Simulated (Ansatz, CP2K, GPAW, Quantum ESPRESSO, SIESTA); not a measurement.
## One structure in several programs: VAs2 (C2/m, 6 atoms in the cell)

Self-consistent single point, at a second geometry (lattice scaled by 0.98). First geometry:

```
CELL_PARAMETERS angstrom
      4.57203    -1.66213     0.00000
      4.57203     1.66213     0.00000
     -3.77514     0.00000     6.55013
ATOMIC_POSITIONS crystal
  V  0.84537 0.84537 0.80540
  V  0.15463 0.15463 0.19460
  As 0.59591 0.59591 0.89547
  As 0.40409 0.40409 0.10453
  As 0.14758 0.14758 0.53483
  As 0.85242 0.85242 0.46517
```

Shared settings, as Ansatz (a first-principles code) writes them: kpoints.mp_grid.grid = 5 5 3; scf.occupations.method = gaussian; scf.occupations.width = 0.2 eV. Potentials and cutoffs stand in the table.

```json
[
 {"code": "Quantum ESPRESSO", "model": "PBEsol, GBRV 1.5 ultrasoft (PBESOL) pseudopotentials", "ΔF from the first geometry (meV/atom)": "-20.5", "pressure (GPa)": "0.72", "largest force (eV/Å)": "0.256", "cutoff": "50 Ry"},
 {"code": "GPAW", "model": "PBEsol, GPAW PAW datasets PBEsol (made by gpaw-setup)", "ΔF from the first geometry (meV/atom)": "-19.5", "pressure (GPa)": "0.92", "largest force (eV/Å)": "0.272", "cutoff": "800 eV"},
 {"code": "Ansatz", "model": "PBEsol, PAW files made with PBE", "ΔF from the first geometry (meV/atom)": "-24.4", "pressure (GPa)": "-0.07", "largest force (eV/Å)": "0.226", "cutoff": "default"},
 {"code": "SIESTA", "model": "GGA PBEsol, numerical atomic orbitals TZP, PseudoDojo PBEsol standard norm-conserving potentials (rewritten from UPF to PSML)", "ΔF from the first geometry (meV/atom)": "-11.8", "pressure (GPa)": "2.73", "largest force (eV/Å)": "0.460", "cutoff": "grid 350 Ry"},
 {"code": "CP2K", "model": "PBEsol, GPW, DZVP-MOLOPT-SR-GTH basis, GTH-PBE potentials (GTH_POTENTIALS)", "ΔF from the first geometry (meV/atom)": "-8.7", "pressure (GPa)": "2.85", "largest force (eV/Å)": "0.366", "cutoff": "grid 600 Ry"}
]
```

Size of the force on each atom (eV/Å): Sizes of forces hide their directions.

| code | V1 | V2 | As3 | As4 | As5 | As6 |
|---|---|---|---|---|---|---|
| Quantum ESPRESSO | 0.087 | 0.087 | 0.256 | 0.256 | 0.042 | 0.042 |
| GPAW | 0.087 | 0.087 | 0.272 | 0.272 | 0.064 | 0.064 |
| Ansatz | 0.080 | 0.080 | 0.226 | 0.226 | 0.051 | 0.051 |
| SIESTA | 0.187 | 0.187 | 0.460 | 0.460 | 0.113 | 0.113 |
| CP2K | 0.122 | 0.122 | 0.366 | 0.366 | 0.056 | 0.056 |

On Ansatz's run: spin polarisation is off, so a magnetic state, if there is one, cannot be reached.

The spread over the programs that give each value: ΔF from the first geometry within 15.7 meV/atom; pressure within 2.92 GPa; largest force within 0.234 eV/Å.

SIESTA and CP2K use small atom-centred bases, whose incompleteness enters pressures, forces and empty levels differently from a plane-wave cutoff. Ansatz's pressure is given at a fixed set of plane waves, as the other plane-wave codes print theirs; with its correction for the finite basis it is 0.00 GPa. In the pressure, SIESTA (by 2.01) and CP2K (by 2.13) lie more than 1 GPa from the median of the plane-wave programs. In the force vectors, SIESTA (by 0.214) and CP2K (by 0.110) lie more than 0.08 eV/Å from the median of the plane-wave programs.

The shared mesh is coarse (it stands for a supercell whose shortest vector is 16 Å), so the values are not converged in it.

The starting cell comes from a database of computed structures (which also holds hypothetical and non-ambient phases and stackings), without a prior relaxation at this level. Its lattice was rescaled by a random factor within 2.5 % of one. For this run, on top of that: lattice scaled by 0.98.

Left out of this page: Elk (not drawn, or without a comparable value); FLEUR (with a known weakness of the program).

Keys are those of Ansatz 0.2.
